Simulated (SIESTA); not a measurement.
# How a calculation on TiI3 (R32, 8 atoms in the cell) responds to its settings

Space group R32, hexagonal axes (No. 155); a = b = 7.3943 Å, c = 18.7328 Å, α = β = 90.00°, γ = 120.00°

| atom | site | symmetry | x | y | z |
|---|---|---|---|---|---|
| Ti | 6c | 3. | 0.0000 | 0.0000 | 0.2370 |
| I | 9d | .2 | 0.0000 | 0.4300 | 0.0000 |
| I | 9e | .2 | 0.4300 | 0.4300 | 0.5000 |
(The calculation used a cell of 8 atoms; values per cell refer to that cell.)

Base run A: GGA PBE, numerical atomic orbitals DZP, PseudoDojo PBE standard norm-conserving potentials (rewritten from UPF to PSML) (SIESTA), self-consistent single point.

Its settings: XC.functional = GGA; XC.authors = PBE; potentials = PseudoDojo PBE standard; PAO.BasisSize = DZP; PAO.EnergyShift = 0.01 Ry; MeshCutoff = 300 Ry; kgrid.MonkhorstPack = 3 3 3; OccupationFunction = MP; OccupationMPOrder = 0; ElectronicTemperature = 580.23 K; MaxSCFIterations = 150; SCF.Mixer.Method = Pulay; SCF.Mixer.Weight = 0.2; SCF.Mixer.History = 8; SCF.DM.Tolerance = 1.0E-05.

The starting cell was generated: these elements placed on a structure prototype, without a prior relaxation; it need not be a known phase or ordering of this composition. Spin polarisation is off, so a magnetic state, if there is one, cannot be reached. Values carry the incompleteness of an atom-centred basis. In the base run, with a pressure of about 3 GPa the cell is away from its equilibrium volume at this level. In the base run, forces exceed 1 eV/Å.

ΔF is the free energy per atom less that of run A. 

Run A gave: pressure (GPa) 3.00; largest force (eV/Å) 2.168.

Runs:
- B: PAO.SplitNorm = 0.05
- C: PAO.SplitNorm = 0.1
- D: PAO.SplitNorm = 0.15
- E: PAO.SplitNorm = 0.2
- F: PAO.SplitNorm = 0.3

Question: What does run C change against A?

Answer: The free energy goes down by 7.1 meV/atom, the pressure goes from 3.00 to 3.16 GPa and the largest force stays at 2.168 eV/Å.

Question: What does run E change against A?

Answer: The free energy rises by 12.4 meV/atom, the pressure goes from 3.00 to 2.89 GPa and the largest force goes from 2.168 to 2.190 eV/Å.

Question: What does run B change against A?

Answer: The free energy goes down by 5.8 meV/atom, the pressure goes from 3.00 to 3.30 GPa and the largest force hardly changes (2.168 to 2.167 eV/Å).

```csv
run,ΔF (meV/atom),pressure (GPa),largest force (eV/Å)
A,0.00,3.00,2.168
B,-5.8,3.30,2.167
C,-7.1,3.16,2.168
D,0.00,3.00,2.168
E,12.4,2.89,2.190
F,42.7,2.80,2.233
```
